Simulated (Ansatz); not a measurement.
The parent structure is CsPbCl3 in the cubic perovskite structure (space group Pm-3m, No. 221; a = 5.619 Å). Axes: x, y, z lie along the cube axes.

Calculations: PBEsol (Ansatz, a program for electronic structure), no spin-orbit coupling, earlier PAW set.

Modification: the cell is scaled by 1.0132 in all directions, atoms relaxed at fixed cell.

### Question
Predict the stress tensor and what it implies for the stiffness.

### Answer
Stress of the strained cell less that of the base (GPa, compression positive):
```
  -0.90    0.00    0.00
   0.00   -0.90    0.00
   0.00    0.00   -0.90
```

Then B = −ΔP/(ΔV/V₀) with ΔV/V₀ = 0.0401 gives secant stiffness values (nonlinear terms included at this strain): B ≈ 22 GPa.

As a check, the harmonic strain energy −½ V₀ Δσ:ε is 3.9 meV/atom; the computed energy rise is 4.1 meV/atom.

No phonon test of stability was made. Many cubic perovskites are stable only at high temperature; tilts and polar distortions were not tested. This is not the structure that CsPbCl3 has at room temperature and ambient pressure.
